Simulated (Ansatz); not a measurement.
Consider a 12-atom supercell of MoTe₂ in the 2H-MoS2 type structure (space group P6_3/mmc, No. 194; a = 3.4966 Å, c = 13.6958 Å; layered, stacked along the Cartesian z axis) at its relaxed geometry.

Computed with PBE-D3(BJ)/PAW in Ansatz (a program for electronic structure), without spin-orbit coupling.

For the base:

| Property | Result |
|---|---|
| Pressure | 0.0 GPa |

It is then changed as follows: one Mo atom is added in an open site, starting 2.58 Å from the nearest host atom, atoms relaxed at fixed cell, starting from a slightly rattled geometry.

Predict the new final site of the added atom.

The final site of the added atom comes out as 6 Te at 2.66–2.72 Å (octahedral).

How does this affect the largest displacement of a host atom from its site in the perfect cell?

The largest displacement of a host atom from its site in the perfect cell amounts to 0.34 Å.

What happens to the pressure?

The pressure goes from zero to 2.3 GPa.

Other magnetic orders, which the real material may have, were not ruled out. In so small a cell the defect repeats every few ångströms: this is an ordered compound, not a dilute defect. A case with no gap was solved on a k-mesh chosen for an insulator, which is coarse for it. Starting moments died away, wholly or in part, for Mo interstitial (started 2.58 Å from the nearest host atom); another magnetic solution may exist. The defect cell is spin-polarised and ends with 0.0 μB. The D3 term's C6 switches between coordination references near this geometry, which can add small steps to energies.
